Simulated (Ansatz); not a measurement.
Checking a run of Ansatz (an electronic-structure program) on In2O3 (R-3c, 10 atoms in the cell). The aim is a self-consistent single point with DFT, LDA (PW92), plane waves, default PAW files made with PBE.

Cell that was meant: a = 5.6403 Å, b = 5.6403 Å, c = 5.6403 Å, α = 55.29°, β = 55.29°, γ = 55.29°.

Part of the input:

Ansatz 0.2 input:
```yaml
    - { symbol: O, position: [0.443900, 0.056100, 0.750000] }
    - { symbol: O, position: [0.750000, 0.443900, 0.056100] }
    - { symbol: O, position: [0.056100, 0.750000, 0.443900] }
basis:
  ecutwfc: 9.2 Ry
kpoints:
  mp_grid:
    grid: [5, 5, 5]
```

Output (repeated stretches shortened):

```
   [... lines left out ...]
PAW frozen core: O, regenerated for the run's functional, and the local potential with it
Initial density: superposition of atomic densities (neutral atoms: chi_scale 0, normalization atom), corrected by the library's trained network
Initial wavefunctions: pseudopotential atomic-orbital guess
Eigensolver: davidson
Functional: x = slater, c = lda
SCF iter   1: F=—  HF=-24652.631221 eV  |F-HF|=—  |Δ(HF+E_count)|=         —  Δρ=7.08e-1  dr2=3.33e2  ethr=1.77e-3  ⟨swp⟩=7.1  Hψ=4603  notcnv=0  defer=11
all-band conjugate gradients solve this SCF's bands
preconditioner: auto → LDOS
SCF iter   2: F=—  HF=-24480.203001 eV  |F-HF|=—  |Δ(HF+E_count)|=    1.72e2  Δρ=2.41e-1  dr2=5.25e1  ethr=1.77e-3  ⟨swp⟩=4.7  Hψ=3312  notcnv=0  defer=48
   [... lines left out ...]
SCF iter   7: F=—  HF=-24452.915780 eV  |F-HF|=—  |Δ(HF+E_count)|=   2.20e-5  Δρ=7.12e-5  dr2=5.50e-6  ethr=6.43e-8  ⟨swp⟩=2.4  Hψ=1711  notcnv=0  defer=54
SCF iter   8: F=—  HF=-24452.915778 eV  |F-HF|=—  |Δ(HF+E_count)|=   1.26e-6  Δρ=1.10e-5  dr2=1.72e-7  ethr=6.25e-9  ⟨swp⟩=2.3  Hψ=1730  notcnv=0  defer=54
SCF iter   9: F=-24452.915778 eV  HF=-24452.915778 eV  |F-HF|=1.09e-11  |Δ(HF+E_count)|=   3.91e-8  Δρ=1.30e-6  dr2=1.96e-9  ethr=1.14e-10  ⟨swp⟩=11.1  Hψ=3952  notcnv=0
SCF 1 converged in 9 iterations: F = -24452.915778 eV  dr2 = 1.96e-9
Free energy (F): -24452.915778 eV
Internal energy: -24452.893616 eV  (E = F + TS)
E sigma→0 (E₀):  -24452.904697 eV
Entropy (-TS):   -0.022162 eV (-2.216 meV/atom)
Fermi energy:    12.589050 eV
--- Forces (eV/Å), atoms counted from 1 ---
  atom   1  In     0.00000000     0.00000011     3.05675642
  atom   2  In     0.00000000    -0.00000011    -3.05675642
  atom   3  In    -0.00000000    -0.00000011    -3.05675642
  atom   4  In    -0.00000000     0.00000011     3.05675642
  atom   5  O      0.36205824     0.00000000     0.00000000
  atom   6  O     -0.18102912     0.31355163    -0.00000001
  atom   7  O     -0.18102912    -0.31355163     0.00000001
   [... lines left out ...]
  atom  10  O      0.18102912     0.31355163    -0.00000001
--- Stress (GPa, compression-positive) ---
     -109.035908       0.000000      -0.000000
        0.000000    -109.035908       0.000001
       -0.000000       0.000001     -67.548059
  P = ⅓ Tr σ = -95.2066 GPa (-952.066 kbar)
  The stress holds the Pulay correction. Without it, at fixed plane waves, as pw.x and ABINIT print it: P = -2334.8889 GPa
```

Is anything amiss in this input, and did it matter?

The run is not sound. The fault is a basis or grid far too coarse for these potentials. The error of an incomplete plane-wave basis or grid does not cancel at such settings. To fix it, restore the cutoff that the potentials need and check convergence. The run converged in 9 iterations without an error; against the sound input the free energy rises by 70.8 eV/atom, the pressure goes from 22.99 to -95.21 GPa, the largest force goes from 0.544 to 3.057 eV/Å and no clean gap remains on the mesh (levels overlap or are partly filled), against 1.97 eV before. At a fixed set of plane waves, without the program's Pulay estimate, the pressure is -2334.89 GPa against 21.98 GPa.

An input that runs soundly differs in these lines (not the only fix; some lines may just follow from the change or write a value another way):
```diff
-basis:
-  ecutwfc: 9.2 Ry
```

With that input, the run converged in 7 iterations: free energy E − TS (on the zero of these files) -25160.4399 eV; gap on the k-point mesh 1.97 eV; pressure 22.99 GPa; largest force (vector length) 0.544 eV/Å (DFT, LDA (PW92), plane waves, default PAW files made with PBE).

On the sound input: the starting cell was generated: these elements placed on a structure prototype, without a prior relaxation; it need not be a known phase or ordering of this composition. Its lattice was rescaled by a random factor within 2.5 % of one. With a pressure of about 23 GPa the cell is away from its equilibrium volume at this level. Ansatz's pressure includes its estimate of the finite-basis (Pulay) stress. Without the estimate this run gives 21.98 GPa.
